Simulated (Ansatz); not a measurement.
The starting structures come from a database of crystals and need not be the phases stable at ambient conditions.

 Where the default PAW files enter, the runs use the earlier of Ansatz's two default sets.

Inside the gap of an insulator the Bloch states are evanescent, with a wavenumber k + iκ along the transport direction.

Data:

```
RuPS
1.0
    5.74396     0.00000     0.00000
    0.00000     5.77209     0.00000
    2.04476     0.00000     5.43945
P Ru S
4 4 4
Direct
  0.84884   0.87859   0.87239
  0.15116   0.12141   0.12761
  0.15116   0.37859   0.62761
  0.84884   0.62141   0.37239
  0.72619   0.50245   0.79276
  0.27381   0.49755   0.20724
  0.27381   0.00245   0.70724
  0.72619   0.99755   0.29276
  0.66467   0.12080   0.69138
  0.33533   0.87920   0.30862
  0.33533   0.62080   0.80862
  0.66467   0.37920   0.19138
```

Space group of this cell: P2_1/c. The cell is taken as given; by PBEsol its mean pressure is -4.1 GPa.

Transport runs along the normal of the first two printed cell vectors.

The gap is the functional's own. No spin-orbit coupling. Mid-gap values are interpolated on the energy grid.

Question: State the band gap and the smallest decay constant κ at mid-gap according to PBEsol (Ansatz, an electronic-structure program).

Answer: Gap 0.57 eV on a 6×6×6 mesh; κ = 0.197 1/Å, at (0.333, 0.500) of the in-plane reciprocal vectors. At the zone centre, at the nearest computed energy, the slowest state has κ = 0.23 1/Å.
